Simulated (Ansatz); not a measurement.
V_Si in 3C silicon carbide: one set of geometries, relaxed with PBE, evaluated in Ansatz (PAW, plane waves to 420 eV, 500 eV under r2SCAN) with PBE, r2SCAN.

Details: 64-site cell; 2×2×2 shifted k-points; start: the Si site; charged states image-corrected; energies good to tenths of an eV; flagged in the runs: a doubtful potential alignment.

| quantity | PBE | r2SCAN |
|---|---|---|
| host gap (eV) | 1.37 | [?] |
| neutral formation energy against silicon (eV) | 7.65 | [?] |
| largest moment on one atom at charge 0 (μB) | 0.29 | [?] |

Given the lower rungs, what does r2SCAN give?


- host gap (eV), r2SCAN: 1.72
- neutral formation energy against silicon (eV), r2SCAN: 7.59
- largest moment on one atom at charge 0 (μB), r2SCAN: 0.41

Ansatz is a quantum-chemistry and plane-wave program.
